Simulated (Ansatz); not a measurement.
Defect migration in silicon: interstitial B, charge state +1. Computed with PBE, PAW (plane waves to 420 eV; Ansatz, an electronic-structure program).

216-site cell at the relaxed PBE lattice, the Γ point alone, smearing 0.01 eV, spin-restricted, no finite-size correction. Static, classical nuclei. The charge state is imposed; whether it is stable for some Fermi level was not computed. Sites that were not tried may lie lower.

Barriers: single points on a 2×2×2 k-point mesh shifted by half a step at the bands' geometries.

The step: several atoms move together, Si the farthest; the atom moves 1.69 Å along (-0.21, 0.21, -0.07) of the unit cell; at the start the B atom holds a host Si site and a host atom stands off its site; the moving atom starts with neighbours B at 2.04; 3 Si at 2.52, 3 Si at 2.54 Å and ends with B at 1.89; 2 Si at 2.29 Å.

**Question.** What is the computed migration barrier of this step (PBE, PAW)?

**Answer.** 0.77 eV forward and 0.24 eV backward. At the saddle the moving atom has neighbours B at 1.92; 2 Si at 2.37 Å. The saddle point's order was not checked, and it lies on a symmetry element of the cell, where a band can be held.
